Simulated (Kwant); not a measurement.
Model: Hückel tight-binding model, one pz orbital an atom, one spin, coherent transport at 0 K (Kwant). Conductance is in e²/h.

Model system: π system c1ccc2c(c1)[nH]c1ccccc12 between two chain leads. The π system is taken as planar. Atoms are numbered from 0 in the order of the SMILES. Site energies (eV, carbon 0): [0.0, 0.0, 0.0, 0.0, 0.0, 0.0, -4.5, 0.0, 0.0, 0.0, 0.0, 0.0, 0.0]. Bonds (i, j, β in eV): (0,1,-3) (1,2,-3) (2,3,-3) (3,4,-3) (4,5,-3) (4,6,-2.4) (6,7,-2.4) (7,8,-3) (8,9,-3) (9,10,-3) (10,11,-3) (11,12,-3) (5,0,-3) (12,7,-3) (12,3,-3). Leads: chains of hopping −4.5 eV, joined by −1.5 eV to atoms 1 and 11.

Site energies and bond integrals are typed Hückel values.

Sweep values stay those of the base run.

One input was changed, with this effect: transmission at E = 0 0.00021 → 0.032.

Problem. Which change was it?
A. contacts moved from atoms [1, 11] to [0, 10]
B. contacts moved from atoms [1, 11] to [1, 10]
C. contacts moved from atoms [1, 11] to [0, 5]
D. contacts moved from atoms [1, 11] to [1, 8]
E. contacts moved from atoms [1, 11] to [2, 8]
F. contacts moved from atoms [1, 11] to [0, 2]

Solution. C, contacts moved from atoms [1, 11] to [0, 5]
